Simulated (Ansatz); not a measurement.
## PBE against r2SCAN: WSi2, biaxial strain +0.51 %, plane normal [001], relaxed out of plane

The reference is WSi$_{2}$ (space group I4/mmm, No. 139; a = 3.229 Å, c = 7.870 Å; relaxed with 0.1 eV smearing). Axes: x, y, z lie along a, b, c of the conventional cell.

(Cell as relaxed with PBE.)

Levels (all Ansatz, an electronic-structure program, PAW, earlier PAW set): PBE (420 eV, spin-orbit coupling left out); r2SCAN (500 eV, no spin-orbit coupling).

Each level relaxes its own structure.

```csv
base,PBE,r2SCAN
volume per atom,13.68 Å³,13.42 Å³
lattice parameter a,322.9 pm,321.2 pm
band gap,zero,zero
```

The change: tensile biaxial strain of 0.51 % in the plane normal to [001], as in epitaxy on a mismatched substrate; the out-of-plane cell vector and the atoms relax.

| quantity | PBE | r2SCAN |
|---|---|---|
| volume per atom | 13.79 Å³ | … |
| energy relative to the base (free energy F) | +1.1 meV/atom | … |
| pressure (mean of the normal stresses, compression positive) | -1.7 GPa | … |

**Question.** Given the PBE results, estimate those of r2SCAN.

**Answer.** 
- volume per atom, r2SCAN: 13.54 Å³
- energy relative to the base (free energy F), r2SCAN: +1.2 meV/atom
- pressure (mean of the normal stresses, compression positive), r2SCAN: -1.8 GPa

PBE's volume per atom lies 0.25 Å³ above r2SCAN's (1.9 %). Neither level is exact; r2SCAN is the comparison here, not a measurement.

No phonon test of stability was made. All final runs are without spin polarisation.
